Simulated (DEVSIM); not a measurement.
## abrupt Ge n-p junction

Structure: abrupt Ge n-p junction, at 300 K.

| layer (left to right) | material | thickness (μm) | Nd (cm⁻³) | Na (cm⁻³) | τn (s) | τp (s) |
|---|---|---|---|---|---|---|
| 1 | Ge | 84.0 | 1.2e17 | - | 8.9e-6 | 8.9e-6 |
| 2 | Ge | 1.10 | - | 3.3e15 | 8.9e-6 | 8.9e-6 |

Left contact: ohmic. Right contact: ohmic. Voltage is applied to the left contact. Recombination: SRH at mid-gap, Auger. Mobility is constant in doping.

The device is made up for the run: typed textbook-type constants, with dimensions and the other settings drawn at random. Values at 300 K.

```csv
parameter,Ge
gap (eV),0.664
affinity (eV),4
permittivity,16
Nc (cm⁻³),1.04e19
Nv (cm⁻³),6e18
μn (cm²/Vs),3900
μp (cm²/Vs),1900
Cn (cm⁶/s),1e-31
Cp (cm⁶/s),1e-31
```

Model (solved in DEVSIM): 1D drift-diffusion, Boltzmann statistics, complete ionisation; no tunnelling, impact ionisation, image-force lowering or self-heating.

```json
{
 "potential_step_across_the_device_at_zero_bias": "0.355 V",
 "largest_field_in_the_device_at_zero_bias": "20000 V/cm",
 "Dark forward voltage at 1 A/cm²": "0.094 V",
 "Dark forward voltage at 100 A/cm²": "0.232 V"
}
```

Small-signal capacitance in reverse bias (quasi-static):

```json
[
 {"V (V)": "0.4", "C (nF/cm²)": "23.0"},
 {"V (V)": "1", "C (nF/cm²)": "16.8"},
 {"V (V)": "2", "C (nF/cm²)": "13.0"},
 {"V (V)": "3", "C (nF/cm²)": "12.5"},
 {"V (V)": "4", "C (nF/cm²)": "12.4"},
 {"V (V)": "6", "C (nF/cm²)": "12.3"}
]
```

Dark reverse current:

| V (V) | J (A/cm²) |
|---|---|
| 0.40 | 0.043 |
| 1.00 | 0.076 |
| 2.00 | 0.29 |
| 3.00 | 0.85 |
| 4.00 | 1.5 |
| 6.00 | 2.9 |
